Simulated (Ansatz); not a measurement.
Base system: Ru in the hcp (Mg type) structure (space group P6_3/mmc, No. 194; a = 2.704 Å, c = 4.263 Å; relaxed with 0.1 eV smearing).

The values are results of r2SCAN in Ansatz (plane waves to 500 eV, PAW, scalar-relativistic without spin-orbit coupling), not measurements.

Strains are applied to the cell and any free atomic positions relax.

One change was made to it. Results:

```tsv
quantity	base	after
band gap	zero	zero
energy relative to the base (free energy F)	0 meV/atom	+31 meV/atom
pressure (mean of the normal stresses, compression positive)	0.0 GPa	17.1 GPa
```

Q: Name the change that was made.
(A) isotropic strain −2.50 %
(B) isotropic strain −2.00 %
(C) isotropic strain −1.50 %
(D) isotropic strain −0.50 %
(E) isotropic strain −3.00 %

A: C, isotropic strain −1.50 %. For comparison, the energy relative to the base in the other runs: isotropic strain −2.50 % gives +88 meV/atom; isotropic strain −3.00 % gives +129 meV/atom; isotropic strain −2.00 % gives +55 meV/atom; isotropic strain −0.50 % gives +3.3 meV/atom.

Whether these cells are dynamically stable was not tested. All final runs are without spin polarisation.

Ansatz is a first-principles code.
